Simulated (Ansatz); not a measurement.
The starting structures come from a database of crystals and need not be the phases stable at ambient conditions.

By PBEsol, the system below comes out a metal.

Without scattering a metal conducts by its projected Fermi surface.

Input:

```
Ni3Sn
1.0
    4.22470     0.00000     0.00000
    0.00000     4.49737     0.00000
    0.00000     0.00000     5.27822
Ni Sn
6 2
Cartesian
  2.11235   3.73754   3.94890
  2.11235   3.73754   1.32932
  0.00000   0.75983   3.96843
  0.00000   0.75983   1.30979
  0.00000   3.12882   2.63911
  2.11235   1.36855   0.00000
  2.11235   1.48274   2.63911
  0.00000   3.01463   0.00000
```

Space group of this cell: Pmmn. The cell is taken as given; by PBEsol its mean pressure is -1.7 GPa.

The current flows along the normal of the first two printed cell vectors. No spin-orbit coupling; the value is a mean over 0.1 eV about the Fermi level.

Predict the ballistic conductance per area from PBEsol (Ansatz, a first-principles code).

0.68 × 10¹⁵ S/m² for both spins.
